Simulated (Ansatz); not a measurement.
Consider V in the bcc (W type) structure (space group Im-3m, No. 229).

```xyz
1
Lattice="-1.4795 1.4795 1.4795 1.4795 -1.4795 1.4795 1.4795 1.4795 -1.4795" Properties=species:S:1:pos:R:3 pbc="T T T"
V      0.0000     0.0000     0.0000
```

Method: PBEsol (Ansatz, a program for electronic structure), no spin-orbit coupling, earlier PAW set.

Before the change:

Density: 6.53 g/cm³
Largest site moment: 0.00 μB

Perturbation: full substitution V → Fe; the structure is relaxed again.

Tabulated Pauling electronegativity and covalent radius: V 1.63, 1.53 Å; Fe 1.83, 1.32 Å.

Q: Estimate the effect on the density and largest site moment.

A: The density rises by 2.04 g/cm³, from 6.53 g/cm³ to 8.57 g/cm³; the largest site moment goes from zero to 2.12 μB.

Other magnetic orders, which the real material may have, were not ruled out. No phonon test of stability was made. Seeded moments were not kept for the base. Spin-polarised in the final run: Fe; the other runs are not.
